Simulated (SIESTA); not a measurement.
Input and output of a self-consistent single point for TaN (Fm-3m, 2 atoms in the cell) (SIESTA).

Method: GGA PBE+U, numerical atomic orbitals DZP, PseudoDojo PBE standard norm-conserving potentials (rewritten from UPF to PSML) (SIESTA 5.4.2).

```xyz
2
Lattice="0.0000 2.1753 2.1753 2.1753 0.0000 2.1753 2.1753 2.1753 0.0000" Properties=species:S:1:pos:R:3 pbc="T T T"
Ta     2.1753     2.1753     2.1753
N      0.0000     0.0000     0.0000
```

Reference input (self-consistent single point, DFT, GGA PBE, numerical atomic orbitals DZP, PseudoDojo PBE standard norm-conserving potentials (rewritten from UPF to PSML)): XC.functional = GGA; XC.authors = PBE; potentials = PseudoDojo PBE standard; PAO.BasisSize = DZP; PAO.EnergyShift = 0.01 Ry; MeshCutoff = 400 Ry; kgrid.MonkhorstPack = 13 13 13; OccupationFunction = MP; OccupationMPOrder = 0; ElectronicTemperature = 200 meV; MaxSCFIterations = 150; SCF.Mixer.Method = Pulay. This run's input differs from it in these lines:

```diff
@@ -35,2 +35,11 @@
 ElectronicTemperature        200.0 meV
+DFTU.ProjectorGenerationMethod 2
+DFTU.CutoffNorm              0.9
+DFTU.FirstIteration          true
+%block DFTU.proj
+  Ta 1
+  n=5 2
+  5.00 0.00
+  0.00 0.00
+%endblock DFTU.proj
```

Output (repeated stretches shortened):

```
        iscf     Eharris(eV)        E_KS(eV)     FreeEng(eV)     dDmax    Ef(eV) dHmax(eV)
   scf:    1    -2026.148135    -2042.638697    -2042.655165  1.474009 -0.219224 10.251383
   scf:    2    -2050.339493    -2047.194545    -2047.209449  0.168915 -0.490053  4.400894
   scf:    3    -2048.385388    -2048.141339    -2048.153151  0.115134 -0.792089  1.073746
   scf:    4    -2048.147318    -2048.156925    -2048.169037  0.071971 -1.068881  0.587307
   scf:    5    -2048.064269    -2048.160144    -2048.172524  0.042847 -1.215023  0.835325
   scf:    6    -2048.195430    -2048.184858    -2048.196841  0.026625 -1.159758  0.031641
   [... lines left out ...]
hubbard_term: recalculating local occupations   21
hubbard_term: maximum change in local occup.    0.000221
   scf:   27    -2048.154798    -2048.154798    -2048.166660  0.000049 -1.374125  0.000122
hubbard_term: recalculating local occupations   22
hubbard_term: maximum change in local occup.    0.000217
   scf:   28    -2048.154814    -2048.154813    -2048.166674  0.000147 -1.374019  0.000026
hubbard_term: recalculating local occupations   23
hubbard_term: maximum change in local occup.    0.000217
   scf:   29    -2048.154813    -2048.154813    -2048.166674  0.000006 -1.374009  0.000008
SCF Convergence by DM+H criterion
max |DM_out - DM_in|         :     0.0000063484
max |H_out - H_in|      (eV) :     0.0000081938
DFT+U population converged by dTol_pop criteria:
max |pop(DFT+U)_i - pop(DFT+U)_j|:     0.0002172845
SCF cycle converged after 29 iterations

Using DM_out to compute the final energy and forces
hubbard_term: recalculating local occupations   24
hubbard_term: maximum change in local occup.    0.000217
hubbard_term: recalculating Hamiltonian and forces

siesta: E_KS(eV) =            -2048.1554

siesta: E_KS - E_eggbox =     -2048.1554

siesta: Atomic forces (eV/Ang):
     1   -0.000000   -0.000000   -0.000000
     2    0.000000    0.000000   -0.000000
   Tot   -0.000000   -0.000000   -0.000000
   Max    0.000000
   Res    0.000000    sqrt( Sum f_i^2 / 3N )
   Max    0.000000    constrained

   [... lines left out ...]
siesta: FreeEng =     -2048.167257
   [... lines left out ...]
siesta:    -0.155017   -0.000035   -0.000035
siesta:    -0.000035   -0.155017   -0.000035
siesta:    -0.000035   -0.000035   -0.155017

siesta: Cell volume =         20.586167 Ang**3

siesta: Pressure (static):
siesta:                Solid            Molecule  Units
siesta:           0.00168835          0.00168835  Ry/Bohr**3
siesta:           0.15501699          0.15501700  eV/Ang**3
siesta:         248.36460477        248.36460873  kBar
```

The run converged in 29 iterations. Against the reference run the pressure goes from 22.29 to 24.84 GPa.

The starting cell comes from a database of computed structures (which also holds hypothetical and non-ambient phases and stackings), without a prior relaxation at this level. Its lattice was rescaled by a random factor within 2.5 % of one. Spin polarisation is off. The U value is a test value, and with U on an open shell several self-consistent states can exist. Values carry the incompleteness of an atom-centred basis. With a pressure of about 25 GPa the cell is away from its equilibrium volume at this level.

Cost on one core of a shared machine: roughly 3 min.
